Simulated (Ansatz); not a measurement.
The parent structure is TaN in the rock salt structure (space group Fm-3m, No. 225; relaxed with 0.1 eV smearing).

```
TaN
1.0
    0.00000     2.18747     2.18747
    2.18747     0.00000     2.18747
    2.18747     2.18747     0.00000
N Ta
1 1
Direct
  0.00000   0.00000   0.00000
  0.50000   0.50000   0.50000
```

Cartesian axes are those of the cell as printed.

The values are results of Ansatz (a program for electronic structure) PBEsol, without spin-orbit coupling, earlier PAW set, not measurements.

Base values:

- Pressure: 0.0 GPa
- Band gap: zero
- Shortest interatomic distance: 2.187 Å

One thing is altered: a pure shear with ε_xz = ε_zx = -0.0386, atoms relaxed at fixed cell.

Predict the new pressure, energy relative to the base, band gap and shortest interatomic distance.

The pressure (mean of the normal stresses, compression positive) goes from zero to 0.8 GPa; the energy goes up by 13 meV/atom; the band gap is still zero; the shortest interatomic distance stays 2.187 Å.

The cells carry an imposed strain or load. Stability against distortions was not tested. The final runs are not spin-polarised. This is not the structure that TaN has at room temperature and ambient pressure.
